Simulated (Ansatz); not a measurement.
## A series of runs on GaPt₃ (P4/mbm, 8 atoms in the cell)

```
CELL_PARAMETERS angstrom
      5.58585     0.00000     0.00000
      0.00000     5.58585     0.00000
      0.00000     0.00000     3.93755
ATOMIC_POSITIONS crystal
  Ga 0.00000 0.50000 0.50000
  Ga 0.50000 0.00000 0.50000
  Pt 0.76255 0.26255 0.00000
  Pt 0.23745 0.73745 0.00000
  Pt 0.73745 0.76255 0.00000
  Pt 0.26255 0.23745 0.00000
  Pt 0.50000 0.50000 0.50000
  Pt 0.00000 0.00000 0.50000
```

Base run A: Ansatz (a quantum-chemistry and plane-wave program) with r2SCAN, default PAW files made with PBE, self-consistent single point.

Its settings: basis.ecutwfc = 500 eV; kpoints.mp_grid.grid = 5 5 7; hamiltonian.xc = r2scan; hamiltonian.pseudopotentials = {kind: paw} (the program's default PAW files); scf.occupations.method = fermi_dirac; scf.occupations.width = 0.136 eV.

The starting cell comes from a database of computed structures (which also holds hypothetical and non-ambient phases and stackings), without a prior relaxation at this level. Spin polarisation is off. In the base run, with a pressure of about -6 GPa the cell is away from its equilibrium volume at this level. Ansatz's pressure includes its estimate of the finite-basis (Pulay) stress.

ΔF is the free energy per atom less that of run A. 

Run A gave: pressure (GPa) -5.96; largest force (eV/Å) 0.013; iterations 9.

Runs:
- B: scf.mixing.algorithm, scf.mixing.ndim = anderson, default
- C: scf.mixing.algorithm, scf.mixing.ndim = anderson, 20
- D: scf.mixing.algorithm, scf.mixing.ndim = broyden, default
- E: scf.mixing.algorithm, scf.mixing.ndim = broyden, 20
- F: scf.mixing.algorithm, scf.mixing.ndim = msr1, default
- G: scf.mixing.algorithm, scf.mixing.ndim = msr1, 1

Question: Which runs reach the base run's state, and which is quickest in iterations?

Answer: Runs B, C, D, E, F, G ended on the same solution as A (within 1 meV/atom). The fewest iterations to that state were 9 (A, B, C, D, E, F); the most were 24.

```json
[
 {"run": "A", "ΔF (meV/atom)": "0.00", "pressure (GPa)": "-5.96", "largest force (eV/Å)": "0.013", "iterations": "9"},
 {"run": "B", "ΔF (meV/atom)": "0.00", "pressure (GPa)": "-5.96", "largest force (eV/Å)": "0.013", "iterations": "9"},
 {"run": "C", "ΔF (meV/atom)": "0.00", "pressure (GPa)": "-5.96", "largest force (eV/Å)": "0.013", "iterations": "9"},
 {"run": "D", "ΔF (meV/atom)": "0.00", "pressure (GPa)": "-5.96", "largest force (eV/Å)": "0.013", "iterations": "9"},
 {"run": "E", "ΔF (meV/atom)": "0.00", "pressure (GPa)": "-5.96", "largest force (eV/Å)": "0.013", "iterations": "9"},
 {"run": "F", "ΔF (meV/atom)": "0.00", "pressure (GPa)": "-5.96", "largest force (eV/Å)": "0.013", "iterations": "9"},
 {"run": "G", "ΔF (meV/atom)": "0.00", "pressure (GPa)": "-5.96", "largest force (eV/Å)": "0.013", "iterations": "24"}
]
```

Keys are those of Ansatz 0.2.
